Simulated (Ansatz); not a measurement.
We consider 1T (CdI2-type) CaI2, described by HSE06 in Ansatz (plane waves, PAW).

Numerical settings: plane-wave cutoff 500 eV, 6×6×4 k mesh (along the axes of the cell as run), gaussian smearing 0.02 eV, scalar-relativistic PAW data made under PBE.

Cell (relaxed at this level):

CaI2 is modelled in the trigonal space group P-3m1 (No. 164), the CdI2 type structure, Pearson symbol hP3. Conventional cell: a = 4.5380 Å, b = 4.5380 Å, c = 7.6739 Å, α = 90.00°, β = 90.00°, γ = 120.00°. Ca on 1a is coordinated by 6 I at 3.151 Å (octahedral). I on 2d is coordinated by 3 Ca at 3.151 Å (trigonal pyramidal). (Neighbours: up to the widest gap in distance over summed covalent radii, below 1.35, at either atom; cation-cation and far metal-metal contacts left out.)

### Question
Give the computed band gap.

### Answer

- band gap: 5.01 eV (on the SCF k mesh)

Note: the cell comes from a level without a dispersion term, which matters for the spacing of layers, chains or molecules; the volume lies 13 % above that of the published cell; the cell has widely spaced layers and the level no dispersion term, so their spacing and the moduli can rest on weak binding.

Spin–orbit coupling is not included; with these elements it can move the gap by several tenths of an eV or more.

The computed numbers hold no vibrational or temperature effects.

Cost on a shared machine: very roughly 26 core-minutes.

Ansatz is an electronic-structure program.
